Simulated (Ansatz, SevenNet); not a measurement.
# CsCl-type CoGa, equilibrium lattice constant a

Reference value: 2.878 Å (measured, temperature not stated, copied from a table, unchecked, no zero-point or thermal correction; as tabulated in Monatshefte fuer Chemie und verwandte Teile anderer Wissenschaften 123, 509 (1992)).

| level (code) | value (Å) |
|---|---|
| SevenNet-l3i5 (SevenNet) | (withheld) |
| PBE (Ansatz) | 2.882 |
| PBE-D3(BJ) (Ansatz) | 2.850 |
| r²SCAN (Ansatz) | 2.844 |
| PBE0 (Ansatz) | 2.837 |

**Question.** Some entries are withheld; supply them.

**Answer.** 
- SevenNet-l3i5 (SevenNet), value (Å): 2.884

Differences against the reference: SevenNet-l3i5 +0.21 %, PBE +0.14 %, PBE-D3(BJ) -0.97 %, r²SCAN -1.18 %, PBE0 -1.42 %.

The reference's temperature isn't stated, so close values are not ranked against it. Off by more than 1.25 % (a bound picked here): PBE0 (-1.42 %).

The measured value isn't corrected to a static lattice, so vibrations enter the comparison. A static lattice is as a rule a little smaller than the measured one. The crystal itself was run without spin with PBE, PBE-D3(BJ), r²SCAN, PBE0. PBE0: the run has no spin polarisation, so it can have missed a magnetic state. Cutoffs and k meshes differ between the levels. Ansatz's density-functional and Hartree–Fock values are scalar-relativistic unless marked +SOC, with PAW data made under PBE.

Machine-learned potentials (SevenNet-l3i5) are trained on DFT data, which may include these solids.

Differences are worked out from the printed values.

Ansatz is an electronic-structure program.
